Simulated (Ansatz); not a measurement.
**BeSe in the zinc blende structure (space group F-43m, No. 216)**

Space group F-43m (No. 216); a = 5.129 Å, b = 5.129 Å, c = 5.129 Å, α = 90.00°, β = 90.00°, γ = 90.00°

| atom | site | symmetry | x | y | z |
|---|---|---|---|---|---|
| Be | 4a | -43m | 0.0000 | 0.0000 | 0.0000 |
| Se | 4d | -43m | 0.7500 | 0.7500 | 0.7500 |
(The calculation used a cell of 2 atoms; values per cell refer to that cell.)

Level of theory: plane-wave PAW DFT at the PBEsol level (Ansatz, a program for electronic structure, 420 eV), no spin-orbit coupling. Γ-centred 11×11×11 mesh, Fermi–Dirac width 0.05 eV.

| Property | Result |
|---|---|
| Volume per atom | 16.86 Å³ |
| Density | 4.33 g/cm³ |
| Band gap | 2.47 eV, indirect, Γ → X |
| Electron mass | 0.84 mₑ along k, 0.26 mₑ across |
| Hole mass (degenerate bands, along [100]) | 0.23, 0.46, 0.46 mₑ |
| Lowest conduction-band minima above the VBM | X along ⟨100⟩ 2.47 eV |
| Total energy | -2758.081 eV/atom (σ→0; compares only within this code and set-up) |

Effective masses come from finite differences of ±0.01 Å⁻¹. Along k means along the line from Γ to the band edge. Whether these cells are dynamically stable was not tested.
